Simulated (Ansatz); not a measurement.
System: C vacancy in 4H silicon carbide with all lengths changed by -1 % (charge state +2). All values below come from PBE, PAW (plane waves to 420 eV; Ansatz, a first-principles code).

Settings: 72 host sites, the strained lattice (strain from the relaxed PBE one, atoms relaxed), a 2×2×2 k-point mesh shifted by half a step along c, smearing 0.01 eV, spin-restricted, no image-charge correction. Energies are static. The charge state is imposed; whether it is stable for some Fermi level was not computed. Forms of the defect that were not tried may lie lower.

Relaxed starting cell (atoms counted from 1):

```
CELL_PARAMETERS angstrom
      9.18944     0.00000     0.00000
     -4.59472     7.95829     0.00000
      0.00000     0.00000    10.02799
ATOMIC_POSITIONS crystal
  Si 0.99985 0.00001 0.48579
  Si 0.99878 0.33405 0.49937
  Si 0.99879 0.66491 0.49937
  Si 0.33497 0.00109 0.49937
  Si 0.33497 0.33405 0.49937
  Si 0.33319 0.66667 0.50015
  Si 0.66582 0.00109 0.49936
  Si 0.66653 0.33336 0.49970
  Si 0.66582 0.66491 0.49938
  Si 0.99986 0.00002 0.00158
  Si 0.00130 0.33496 0.00110
  Si 0.00130 0.66653 0.00110
  Si 0.33334 0.99857 0.00110
  Si 0.33335 0.33495 0.00110
  Si 0.33319 0.66668 0.00132
  Si 0.66492 0.99857 0.00109
  Si 0.66653 0.33335 0.00146
  Si 0.66494 0.66653 0.00110
  Si 0.23283 0.11649 0.75414
  Si 0.22281 0.44591 0.75171
  Si 0.22281 0.77705 0.75170
  Si 0.55614 0.11257 0.75195
  Si 0.55614 0.44373 0.75195
  Si 0.55394 0.77705 0.75171
  Si 0.88336 0.11650 0.75414
  Si 0.88729 0.44373 0.75195
  Si 0.88338 0.76705 0.75413
  Si 0.11123 0.22276 0.24918
  Si 0.11130 0.55573 0.25039
  Si 0.11123 0.88864 0.24918
  Si 0.44476 0.22247 0.25037
  Si 0.44414 0.55573 0.25039
  Si 0.44414 0.88857 0.25039
  Si 0.77740 0.22247 0.25037
  Si 0.77741 0.55511 0.25038
  Si 0.77711 0.88864 0.24918
  C  0.00121 0.33289 0.68710
  C  0.00121 0.66849 0.68710
  C  0.33137 0.99865 0.68710
  C  0.33137 0.33288 0.68710
  C  0.33319 0.66666 0.68768
  C  0.66698 0.99865 0.68709
  C  0.66652 0.33334 0.68785
  C  0.66698 0.66849 0.68710
  C  0.99986 0.00002 0.18837
  C  0.99969 0.33304 0.18830
  C  0.99969 0.66683 0.18830
  C  0.33305 0.00018 0.18830
  C  0.33305 0.33304 0.18830
  C  0.33319 0.66668 0.18827
  C  0.66683 0.00018 0.18830
  C  0.66652 0.33335 0.18810
  C  0.66683 0.66683 0.18830
  C  0.22091 0.11055 0.93827
  C  0.22224 0.44478 0.93870
  C  0.22224 0.77762 0.93870
  C  0.55538 0.11105 0.93884
  C  0.55538 0.44450 0.93884
  C  0.55508 0.77762 0.93870
  C  0.88933 0.11055 0.93826
  C  0.88882 0.44450 0.93884
  C  0.88933 0.77897 0.93827
  C  0.11134 0.22299 0.44046
  C  0.11106 0.55562 0.43860
  C  0.11135 0.88854 0.44045
  C  0.44445 0.22232 0.43848
  C  0.44425 0.55561 0.43860
  C  0.44425 0.88880 0.43860
  C  0.77756 0.22231 0.43848
  C  0.77756 0.55543 0.43848
  C  0.77689 0.88853 0.44046
```
Cell charge +2.

End state 1 differs by these moves (Å; atoms that move under 0.08 Å are left out):

| atom | element | Δx | Δy | Δz |
|---|---|---|---|---|
| 1 | Si | 0.00 | -0.01 | 0.14 |
| 5 | Si | -0.01 | -0.01 | -0.14 |
| 19 | Si | -0.08 | -0.13 | 0.00 |
| 20 | Si | -0.08 | 0.03 | 0.02 |
| 23 | Si | 0.06 | 0.05 | 0.02 |
| 25 | Si | 0.06 | -0.05 | -0.02 |
| 27 | Si | 0.01 | 0.08 | -0.02 |
| 40 | C | -1.52 | -2.63 | 0.00 |

Q: What is the computed forward and backward barriers to end state 1 (PBE, PAW)?

A: forward 5.29 eV, backward 5.29 eV; at the saddle point atom 40 has neighbours Si at 1.77, 2 Si at 2.17, 2 Si at 2.20 Å. The saddle point's order was not checked, and it lies on a symmetry element of the cell, where a band can be held.

End state 2 differs by these moves (Å; atoms that move under 0.08 Å are left out):

| atom | element | Δx | Δy | Δz |
|---|---|---|---|---|
| 1 | Si | 0.00 | -0.09 | 0.18 |
| 2 | Si | -0.06 | 0.04 | 0.05 |
| 5 | Si | 0.06 | 0.04 | 0.05 |
| 19 | Si | -0.06 | -0.05 | -0.02 |
| 25 | Si | 0.06 | -0.05 | -0.02 |
| 27 | Si | 0.00 | 0.08 | -0.03 |
| 28 | Si | 0.00 | -0.01 | -0.09 |
| 63 | C | 0.00 | -1.76 | 2.48 |

Q: Give the forward and backward barriers to end state 2 at the level PBE, PAW.

A: forward 5.11 eV, backward 5.06 eV; at the saddle point atom 63 has neighbours Si at 1.79, 2 Si at 2.16, 2 Si at 2.22 Å. The saddle point's order was not checked, and it lies on a symmetry element of the cell, where a band can be held.
